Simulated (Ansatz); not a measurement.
**Ansatz (a program for electronic structure) run on Be4AlNi (R3m, 6 atoms in the cell): self-consistent single point**

Method of the run: PBEsol, default PAW files made with PBE (plane waves; Ansatz).

Input:

Ansatz 0.2 input:
```yaml
# Be4AlNi
crystal:
  lattice:
    - [0.000000, 2.984353, 2.984353]
    - [2.984353, 0.000000, 2.984353]
    - [2.984353, 2.984353, 0.000000]
  atoms:
    - { symbol: Be, position: [0.378456, 0.378456, 0.378456] }
    - { symbol: Be, position: [0.879140, 0.373620, 0.373620] }
    - { symbol: Be, position: [0.373620, 0.373620, 0.879140] }
    - { symbol: Be, position: [0.373620, 0.879140, 0.373620] }
    - { symbol: Al, position: [0.750000, 0.750000, 0.750000] }
    - { symbol: Ni, position: [0.000000, 0.000000, 0.000000] }
basis:
  ecutwfc: 420.0
kpoints:
  mp_grid: { grid: [10, 10, 10] }
hamiltonian:
  xc: pbesol
  pseudopotentials: { kind: paw }
scf:
  occupations: { method: fermi_dirac, width: 0.1 }
output:
  forces: true
  eigenvalues: true
  stress: true
```

Output (repeated stretches shortened):

```
WARN ansatz: RAYON_NUM_THREADS=1 ignored (pool sized by the plan → 1); use --threads N
Pseudopotentials: kind: paw
Pseudopotential: Be, paw, valence charge 2
Pseudopotential: Al, paw, valence charge 3
Pseudopotential: Ni, paw, valence charge 18
Crystal: 6 atoms, lattice volume = 53.159 Å³
Basis set: ecut = 420 eV, 1037 PW (Γ), exchange–correlation on 60×60×60 points (8 copies of the dense FFT grid, shifted against one another)
Bands: 21, of which v1, the nominal top of the filled ones, is band 15 counted from 1 (14 counted from 0)
Symmetry: 6 space group operations
Space group: R3m (ITA 160), of the structure as read, at distance tolerance 3.8e-5 Å
k-points: 116 of 1000 (time reversal used)
PAW frozen core: Be, regenerated for the run's functional, and the local potential with it
PAW frozen core: Al, regenerated for the run's functional, and the local potential with it
PAW frozen core: Ni, regenerated for the run's functional, and the local potential with it
Initial density: superposition of atomic densities (neutral atoms: chi_scale 0, normalization atom), corrected by the library's trained network
Initial wavefunctions: pseudopotential atomic-orbital guess
Eigensolver: davidson
Functional: x = pbesol(κ = 0.804, μ = 0.12345679012345678), c = pbesol(β = 0.046)
SCF iter   1: F=—  HF=-6692.705545 eV  |F-HF|=—  |Δ(HF+E_count)|=         —  Δρ=1.32e-2  dr2=5.92e-2  ethr=1.77e-3  ⟨swp⟩=6.5  Hψ=13520  notcnv=0
all-band conjugate gradients solve this SCF's bands
preconditioner: auto → Kerker (q_TF=auto, 2.466 Å⁻¹)
SCF iter   2: F=—  HF=-6692.697426 eV  |F-HF|=—  |Δ(HF+E_count)|=   8.12e-3  Δρ=3.75e-3  dr2=6.45e-3  ethr=2.04e-4  ⟨swp⟩=1.9  Hψ=3680  notcnv=0  defer=1
SCF iter   3: F=—  HF=-6692.696107 eV  |F-HF|=—  |Δ(HF+E_count)|=   1.32e-3  Δρ=9.96e-4  dr2=8.17e-4  ethr=2.22e-5  ⟨swp⟩=1.0  Hψ=2388  notcnv=0  defer=1
SCF iter   4: F=—  HF=-6692.695813 eV  |F-HF|=—  |Δ(HF+E_count)|=   2.94e-4  Δρ=2.08e-4  dr2=2.57e-5  ethr=2.82e-6  ⟨swp⟩=2.1  Hψ=3473  notcnv=0  defer=1
SCF iter   5: F=—  HF=-6692.695783 eV  |F-HF|=—  |Δ(HF+E_count)|=   3.01e-5  Δρ=2.91e-5  dr2=4.21e-7  ethr=8.85e-8  ⟨swp⟩=2.2  Hψ=3706  notcnv=0  defer=1
SCF iter   6: F=-6692.695783 eV  HF=-6692.695783 eV  |F-HF|=4.63e-8  |Δ(HF+E_count)|=   9.61e-9  Δρ=1.07e-5  dr2=6.29e-8  ethr=3.45e-10  ⟨swp⟩=6.2  Hψ=11165  notcnv=0
SCF 1 converged in 6 iterations: F = -6692.695783 eV  dr2 = 6.29e-8
SCF converged after 6 iterations
Free energy (F): -6692.695783 eV
Harris-Foulkes:  -6692.695783 eV  (|F-HF|=4.63e-8)
Internal energy: -6692.655654 eV  (E = F + TS)
E sigma→0 (E₀):  -6692.675718 eV
Entropy (-TS):   -0.040129 eV (-6.688 meV/atom)
Fermi energy:    11.254959 eV
--- Per-component energies (eV) ---
  E_band       = -355.710973
  E_kinetic    = 397.175055
  E_local      = -5067.688742  (includes V_loc(G=0)·N_el)
  E_nonlocal   = 663.513120
  E_hartree    = 2205.264602
  E_xc         = -206.095160
  E_vxc        = -226.481881  (∫ρ·V_xc dr)
  E_paw        = -2278.854983  (= ΣΔE_a)
  E_vpaw       = -532.775624  (= ΣTr[D̂ρ^β])
  E_aug_tail   = 0.000479  (compensation charges beyond the density's cutoff)
  E_ewald      = -2406.224578
  E_core_change = 0.254553  (= ΣΔE_core)
  E_smearing   = -0.040129  (= −TS)
  E_closure    = -0.000000  (closes the sum)
  Σ components = -6692.695783   (vs F -6692.695783, Δ=0.00e0)
--- Forces (eV/Å), atoms counted from 1 ---
  atom   1  Be    -0.40297261    -0.40297261    -0.40297261
  atom   2  Be     0.08316292     0.11894288     0.11894288
  atom   3  Be     0.11894288     0.11894288     0.08316292
  atom   4  Be     0.11894288     0.08316292     0.11894288
  atom   5  Al     0.02867179     0.02867179     0.02867179
  atom   6  Ni     0.05325579     0.05325579     0.05325579
  max |Σ_I F_I| component: 3.66e-6 eV/Å
--- Stress (GPa, compression-positive) ---
        1.604177      -0.108438      -0.108438
       -0.108438       1.604177      -0.108438
       -0.108438      -0.108438       1.604177
  P = ⅓ Tr σ = 1.6042 GPa (16.042 kbar)
  The stress holds the Pulay correction. Without it, at fixed plane waves, as pw.x and ABINIT print it: P = 1.5622 GPa
--- Band table (eV; the first three rows and the last of 116) ---
  k-point 0: bands = ["-92.4045", "-52.9475", "-52.9420", "-52.9420", "-0.4265", "6.9138", "6.9348", "6.9348", "7.1750", "7.8386", "7.8386", "9.8798", "9.8798", "9.9402", "13.0586", "13.0644", "13.0644", "13.3379", "13.7624", "13.7624", "16.6084"]
  k-point 1: bands = ["-92.4045", "-52.9475", "-52.9420", "-52.9420", "-0.3206", "6.5202", "6.9337", "6.9459", "7.2458", "7.8365", "7.8400", "9.5626", "9.8582", "9.9031", "12.7294", "12.7360", "13.0804", "13.9705", "13.9707", "13.9961", "16.5597"]
  k-point 2: bands = ["-92.4045", "-52.9475", "-52.9420", "-52.9420", "-0.0047", "5.6038", "6.9689", "6.9740", "7.2293", "7.8563", "7.8702", "9.1386", "9.7481", "9.7670", "12.2299", "12.2301", "13.0316", "14.3908", "14.3978", "15.1905", "16.8827"]
  k-point 115: bands = ["-92.4045", "-52.9477", "-52.9420", "-52.9420", "1.8687", "2.4909", "7.0082", "7.0082", "7.1730", "8.3275", "8.3275", "8.5493", "8.8833", "8.8833", "11.6590", "11.6590", "13.0954", "16.0708", "16.0708", "16.3999", "19.2931"]
```

The run converged in 6 iterations.

The starting cell comes from a database of computed structures (which also holds hypothetical and non-ambient phases and stackings), without a prior relaxation at this level. Its lattice was rescaled by up to half a per cent. One atom was moved a little off its site on purpose. Spin polarisation is off. Ansatz's pressure includes its estimate of the finite-basis (Pulay) stress.
